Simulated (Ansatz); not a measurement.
```
AlN
1.0
    3.12859     0.00000     0.00000
   -1.56430     2.70944     0.00000
    0.00000     0.00000     5.01696
Al N
2 2
Cartesian
  1.56429   0.90315   2.50492
  0.00000   1.80629   5.01340
  1.56429   0.90315   4.41849
  0.00000   1.80629   1.91001
```

Space group of this cell: P6_3mc, wurtzite. The cell is taken as given; by r2SCAN its mean pressure is -4.4 GPa.

Method: r2SCAN (plane waves, PAW; Ansatz, an electronic-structure program).

The current runs along the normal of the first two printed vectors; no spin-orbit coupling. Scaled by the factor s: the length along the current (ions clamped). Meshes 12×12×6 and 12×12 across the current in all rows.

| s | mean pressure (GPa) | band gap (eV) |
|---|---|---|
| 0.97 | 1.8 | ? |
| 1.00 | -4.4 | 4.69 |
| 1.03 | -9.3 | 4.47 |

Task: Take the slope of the band gap against ln s from the two given rows, extrapolate to s = 0.97, and say what the run there gives.

Result: Slope = (4.47 − 4.69) / ln 1.03 = -7.44 eV. The line gives 4.69 + (-7.44) × ln 0.97 = 4.92 eV. The run gives 4.88 eV, 0.04 eV under the line, 16 % of the predicted step.
